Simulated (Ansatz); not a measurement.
Take AlP in the zinc blende structure (space group F-43m, No. 216; a = 5.5073 Å) as the base.

All numbers come from plane-wave PAW DFT at the PBE level (Ansatz, an electronic-structure program, 420 eV), spin-orbit coupling left out, earlier PAW set.

For the base:

The gap character comes out as indirect, Γ → X. The gap between the host's bands is 1.63 eV.

The change: hole doping at 7.0×10^20 cm⁻³ (0.0292 per cell), with a uniform compensating background at fixed cell and a 300 K Fermi–Dirac width.

### Question
Estimate the effect on the Fermi level from band edge, gap character and gap between the host's bands.

### Answer
The Fermi level relative to the doped band's edge (positive inside the band; to 0.05 eV) comes out as +0.10 eV; the gap character remains indirect, Γ → X; the gap between the host's bands increases by 0.03 eV, from 1.63 eV to 1.66 eV.

Carriers are added with a uniform compensating background; total energy and stress of such cells depend on the potential's zero and are not compared; many-body gap narrowing is missing at this level. No phonon test of stability was made.
